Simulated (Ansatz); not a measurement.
Results of r²SCAN+rVV10 in Ansatz (plane waves, PAW) for BN (model structure, within 0.1 Å of P6/mmm, No. 191, 6 atoms in the cell).

Run with plane-wave cutoff 560 eV, 12×12×6 k mesh (along the axes of the cell as run), Fermi–Dirac smearing 0.01 eV, scalar-relativistic PAW data made under PBE.

Cell (relaxed at this level):

```yaml
crystal:
  lattice:
    - [3.70915, 0.00000, 0.00000]
    - [-1.85457, 3.21222, 0.00000]
    - [0.00000, 0.00000, 7.81923]
  atoms:
    - { symbol: B, position: [0.00020, 0.00020, 0.50000] }
    - { symbol: B, position: [0.99980, 0.00000, 0.83333] }
    - { symbol: B, position: [0.00000, 0.99980, 0.16667] }
    - { symbol: N, position: [0.99958, 0.99958, 0.00000] }
    - { symbol: N, position: [0.00042, 0.00000, 0.33333] }
    - { symbol: N, position: [0.00000, 0.00042, 0.66667] }
```

Problem. Give the computed band gap and direct gap at Γ.

Solution. 
- band gap = 2.92 eV (on the SCF k mesh)
- direct gap at Γ = 5.49 eV

Static lattice: no zero-point or thermal effects.

A model structure was made by putting elements into a prototype or built by hand; it is no filed structure, need not be a known phase, and can be a saddle point held by its symmetry.

Ansatz is a first-principles code.
